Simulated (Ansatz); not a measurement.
Reference: ZnO (P6_3mc), PBEsol with spin-orbit coupling, rigid bands (plane waves, PAW; Ansatz, a program for electronic structure); axes and stresses refer to this cell.

```
ZnO
1.0
    3.22997     0.00000     0.00000
   -1.61498     2.79723     0.00000
    0.00000     0.00000     5.21435
Zn O
2 2
Direct
  0.66667   0.33333   0.50068
  0.33333   0.66667   0.00068
  0.66667   0.33333   0.87963
  0.33333   0.66667   0.37963
```

- hole mass along z = 2.8 mₑ
- band gap = 0.69 eV
- Seebeck coefficient, n-type 1e19 cm⁻³ = -92 μV/K

Change: functional PBE, cell relaxed with it. What happens to hole mass along z, band gap, Seebeck coefficient, n-type 1e19 cm⁻³?

hole mass along z grows to 2.9 mₑ; band gap goes up to 0.73 eV; Seebeck coefficient, n-type 1e19 cm⁻³ moves little, to -93 μV/K.

Masses are for dilute carriers at 300 K, harmonic means over directions unless an axis is named. Seebeck coefficients are for the stated density at 300 K, with one relaxation time for all states and whether or not that doping can be reached.
